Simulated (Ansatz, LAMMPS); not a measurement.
Random Si-Ge alloy, 4x4x4 cubic cells, lattice parameter by Vegard's rule. Cell 22.26 × 22.26 × 22.26 Å, Si345Ge167, 512 atoms. Prepared with Tersoff's 1989 multicomponent potential (SiCGe.tersoff) (LAMMPS): minimisation. 

Basis: localised support functions (accuracy medium) on a full density matrix. k-points: zone centre alone; occupations: Fermi-Dirac, 0.020 eV; spin polarisation not allowed. No spin-orbit coupling.

**Question.** Predict the energy, gap and bonding from PBE, support functions at accuracy medium on the grid of 370 eV (Ansatz, a quantum-chemistry and plane-wave program).

**Answer.** 
energy over the perfect crystal(s), per atom: 17 meV/atom
Kohn-Sham gap of the cell on its k-mesh: 0.58 eV
coordination (neighbours within 2.854 Å): 100.0 % 4-fold
Ge-Ge bonds, mean ± spread: 2.472 ± 0.008 Å
Ge-Si bonds, mean ± spread: 2.425 ± 0.008 Å
Si-Si bonds, mean ± spread: 2.381 ± 0.009 Å
bond angles, mean ± spread: 109.5° ± 1.2°
pressure: -0.48 GPa
